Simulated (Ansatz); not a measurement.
MgS (I4/mmm), PBEsol with spin-orbit coupling, rigid bands (Ansatz, a quantum-chemistry and plane-wave program): Condition of this run: biaxial stress xx = yy = 2 GPa (compression positive) (the target of the relaxation). band gap 2.67 eV, N_c = 1.10e19 cm⁻³ and N_v = 3.66e19 cm⁻³ at 300 K, conductivity masses along z (a = (0.00, 2.56, 2.61) Å; b = (2.56, 0.00, 2.61) Å; c = (2.56, 2.56, 0.00) Å) of 0.307 mₑ (electrons) and 0.971 mₑ (holes). Take k_BT = 0.02585 eV.

Question: A film of it is 8 nm thick, with its normal along the direction named. Estimate the confinement energies in an infinite well.

Answer: ħ²π²/(2m t²) = 0.376 eV·nm²/(m/mₑ × t²) gives 19.1 meV for electrons and 6.05 meV for holes, so the gap would widen to about 2.70 eV. Finite barriers and nonparabolic bands lower this, and with several valleys or bands the heaviest mass along the normal sets the lowest level, not this average.

Question: Find the intrinsic carrier density and the intrinsic Fermi level.

Answer: n_i = √(N_c N_v) exp(−E_g/2k_BT) = 2.01e19 × exp(−51.64) = 7.5e-4 cm⁻³. The level lies (k_BT/2) ln(N_v/N_c) = 16 meV from mid-gap (positive towards the conduction band). Each 0.1 eV added to the gap lowers n_i by a factor of 6.9.

Question: What thermal injection velocity √(2k_BT/πm) limits a ballistic channel along the direction named?

Answer: 9.71e6 cm/s for electrons and 5.46e6 cm/s for holes, a ratio of √(m_h/m_e) = 1.78, for dilute carriers.

Rigid, parabolic bands with the computed gap; masses take one relaxation time for all states.
